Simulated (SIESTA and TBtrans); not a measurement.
Run with SIESTA and TBtrans (periodic supercell aligned to the leads; PseudoDojo norm-conserving potentials, scalar-relativistic): Spin polarized, PAO.BasisSize DZP, PAO.EnergyShift 0.15 eV, XC.Authors PBE, Mesh.Cutoff 200 Ry, ElectronicTemperature 300 K.

Device: C chain with one Ta atom in place of C. Leads: straight C chain, spacing 1.29 Å. Geometry: 1 atom at the centre moved by SIESTA (PBE, DZP) to a largest force of 0.02 eV/Å, all others as built, motion along the axis alone. Transport runs along z; the first 10 and the last 10 of the 33 atoms are the lead cells, repeated to infinity.

```xyz
33
Lattice="9.000 0.000 0.000 0.000 9.000 0.000 0.000 0.000 43.630" Properties=species:S:1:pos:R:3 pbc="F F T"
C      4.500     4.500     0.000
C      4.500     4.500     1.290
C      4.500     4.500     2.580
C      4.500     4.500     3.870
C      4.500     4.500     5.160
C      4.500     4.500     6.450
C      4.500     4.500     7.740
C      4.500     4.500     9.030
C      4.500     4.500    10.320
C      4.500     4.500    11.610
C      4.500     4.500    12.900
C      4.500     4.500    14.190
C      4.500     4.500    15.480
C      4.500     4.500    16.770
C      4.500     4.500    18.060
C      4.500     4.500    19.350
Ta     4.500     4.500    21.169
C      4.500     4.500    22.990
C      4.500     4.500    24.280
C      4.500     4.500    25.570
C      4.500     4.500    26.860
C      4.500     4.500    28.150
C      4.500     4.500    29.440
C      4.500     4.500    30.730
C      4.500     4.500    32.020
C      4.500     4.500    33.310
C      4.500     4.500    34.600
C      4.500     4.500    35.890
C      4.500     4.500    37.180
C      4.500     4.500    38.470
C      4.500     4.500    39.760
C      4.500     4.500    41.050
C      4.500     4.500    42.340
```
Starting moments (μB): atom 17 +1.

Give the largest eigenchannel transmissions at the Fermi level (four at most) and the total.

Up: 0.95, 0.95 (total 1.91); down: 0.84, 0.84 (total 1.68). Moments were seeded on the central atoms alone, and one start was tried. The straight chain is held at its spacing; free chains may zigzag or dimerise. Spin-orbit coupling, left out here, matters for the heavy atoms.
